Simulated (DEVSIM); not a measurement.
System: Schottky contact on n-type GaN, at 300 K.

Layer 1 from the left is GaN, thickness (μm) 16.0, Nd (cm⁻³) 7.3e16, τn (s) 8.2e-10, τp (s) 8.2e-10. Layer 2 from the left is GaN, thickness (μm) 5.50, Nd (cm⁻³) 1.1e18, τn (s) 8.2e-10, τp (s) 8.2e-10.

Left contact: Schottky, work function 5.29 eV, emission velocity 2.7e6 cm/s. Right contact: ohmic. Voltage is applied to the left contact. Recombination: SRH at mid-gap, radiative, Auger. Mobility is μmin + (μ − μmin)/(1 + (N/Nref)^α).

The device is made up for the run: typed textbook-type constants, with dimensions and the other settings drawn at random. Values at 300 K.

GaN: gap (eV) 3.43, affinity (eV) 4.1, permittivity 9.5, Nc (cm⁻³) 2.3e18, Nv (cm⁻³) 4.6e19, μn (cm²/Vs) 1200, μp (cm²/Vs) 100, μn,min 55, μp,min 3, Nref,n 2e17, Nref,p 3e17, αn 1, αp 2, B (cm³/s) 1e-11, Cn (cm⁶/s) 1e-30, Cp (cm⁶/s) 1e-30.

Simulated with DEVSIM: 1D drift-diffusion, Boltzmann statistics, complete ionisation; no tunnelling, impact ionisation, image-force lowering or self-heating. Metal contacts follow the ideal Schottky-Mott rule: no Fermi-level pinning, no interface dipoles.

Dark forward current:

| |V| (V) | |J| (A/cm²) |
|---|---|
| 0.10 | 4.671e-13 |
| 0.15 | 3.289e-12 |
| 0.20 | 2.280e-11 |
| 0.25 | 1.577e-10 |
| 0.30 | 1.090e-9 |
| 0.35 | 7.535e-9 |
| 0.40 | 5.209e-8 |
| 0.45 | 3.600e-7 |
| 0.50 | 2.488e-6 |
| 0.55 | 1.719e-5 |
| 0.60 | 0.0001188 |
| 0.65 | 0.0008202 |
| 0.70 | 0.005662 |
| 0.75 | 0.03907 |
| 0.80 | 0.2690 |
| 0.85 | 1.834 |
| 0.90 | 11.83 |
| 0.95 | 59.66 |
| 1.00 | 184.0 |
| 1.05 | 373.4 |
| 1.10 | 599.6 |
| 1.15 | 846.0 |
| 1.20 | 1105 |
| 1.25 | 1371 |
| 1.30 | 1643 |
| 1.35 | 1919 |

Work out the local ideality factor n = ΔV / (kT/q · ln(J2/J1)) between the rows 0.15 and 0.20 V, 1.30 and 1.35 V.

kT/q = 25.85 mV. From 0.15 to 0.20 V: ln(2.280e-11/3.289e-12) = 1.936, n = 1.00, near the 1 of diffusion or emission over a barrier. From 1.30 to 1.35 V: ln(1919/1643) = 0.155, n = 12.46; the layers' resistance at their doping, Σ W/(qμN) = 0.00017 Ω cm², would take 46 mV of this step of 50 mV.

Estimate the current at 0.50 V for emission alone, J0 = q v N_band exp(−φB/kT), and read the barrier back from the simulated current.

φB = 1.190 eV, N_band = 2.30e18 cm⁻³, J0 = 1.01e-14 A/cm²; J = J0 (exp(qV/kT) − 1) = 2.54e-6 A/cm². The simulation gives 2.49e-6 A/cm²; the estimate lies 2.2 % above. Read backwards, the simulated current gives an apparent barrier of 1.191 eV. The estimate leaves out transport through the depletion region and minority injection.
